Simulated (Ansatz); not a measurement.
**Response to strain in MoIr**

The parent structure is MoIr (space group Pmma, No. 51; a = 4.412 Å, b = 2.747 Å, c = 4.795 Å; relaxed with 0.1 eV smearing). Axes: x, y, z lie along a, b, c of the conventional cell.

Strains are applied to the cell and any free atomic positions relax; under biaxial strain the out-of-plane vector relaxes too.

All numbers come from Ansatz (a first-principles code) PBEsol, no spin-orbit coupling.

Notes on the quantities. pressure: mean of the normal stresses, compression positive.

| change | pressure | volume per atom | space group |
|---|---|---|---|
| base | 0.0 GPa | 14.53 Å³ | Pmma (No. 51) |
| biaxial strain −4.94 %, plane normal [001], relaxed out of plane | 27.8 GPa | 13.65 Å³ | Pmma (No. 51) |
| isotropic strain +1.25 % | (withheld) | 15.08 Å³ | Pmma (No. 51) |
| tensor shear ε_xy = −1.15 % | 0.2 GPa | 14.52 Å³ | P2/c (No. 13) |

### Question
Complete the table.

### Answer

- isotropic strain +1.25 %, pressure: -11.6 GPa

No phonon test of stability was made. All final runs are without spin polarisation.
